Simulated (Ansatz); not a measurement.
# A computed series for GaN: pressure series

Take GaN in the zinc blende structure (space group F-43m, No. 216; a = 4.498 Å) as the base.

Cell and atoms are relaxed at each pressure.

Method: Kohn–Sham DFT with the PBEsol functional, run in Ansatz (a first-principles code) with PAW and 420 eV plane waves, no spin-orbit coupling, earlier PAW set.

| pressure (GPa) | band gap (eV) |
|---|---|
| -2 | 1.64 |
| -1 | ? |
| 0 | 1.70 |
| 1.8 | 1.76 |
| 4.2 | 1.84 |
| 9 | 1.98 |
| 18 | 2.21 |

Fit E_g = E₀ + αP + βP² to the rows shown and predict the withheld row.

Least squares on the printed values gives E₀ = 1.70 eV, α = 33.0 meV/GPa, β = -0.27 meV/GPa² (largest residual 0.00 eV); this predicts 1.67 eV, and the run gives 1.67 eV, in agreement.

Load acts through the strain it causes; cell and atoms are relaxed under it. Whether these cells are dynamically stable was not tested. Tetrahedral semiconductors of this kind turn to denser phases somewhere between about 1 and 50 GPa; those were not computed, so compressed cells here can lie past the real transition. This is not the structure that GaN has at room temperature and ambient pressure.
